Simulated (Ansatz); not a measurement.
**Ir, response to strain**

Take Ir in the fcc (Cu type) structure (space group Fm-3m, No. 225; relaxed with 0.1 eV smearing) as the base.

```yaml
crystal:
  lattice:
    - [0.00000, 1.90592, 1.90592]
    - [1.90592, 0.00000, 1.90592]
    - [1.90592, 1.90592, 0.00000]
  atoms:
    - { symbol: Ir, position: [0.00000, 0.00000, 0.00000] }
```

Cartesian axes are those of the cell as printed.

Strains are applied to the cell and any free atomic positions relax.

Level of theory: LDA (Ansatz, a quantum-chemistry and plane-wave program; PAW; 420 eV plane waves; without spin-orbit coupling).

Candidates:
(a) uniaxial strain ε_zz = −3.00 %
(b) uniaxial strain ε_zz = +1.50 %
(c) uniaxial strain ε_zz = −2.00 %

Notes on the quantities. energy relative to the base: free energy F.

Problem. Order them by energy relative to the base, highest first.

Solution. (a) uniaxial strain ε_zz = −3.00 % (+28 meV/atom), (c) uniaxial strain ε_zz = −2.00 % (+12 meV/atom), (b) uniaxial strain ε_zz = +1.50 % (+6.3 meV/atom)

Stability against distortions was not tested. The final runs are not spin-polarised.
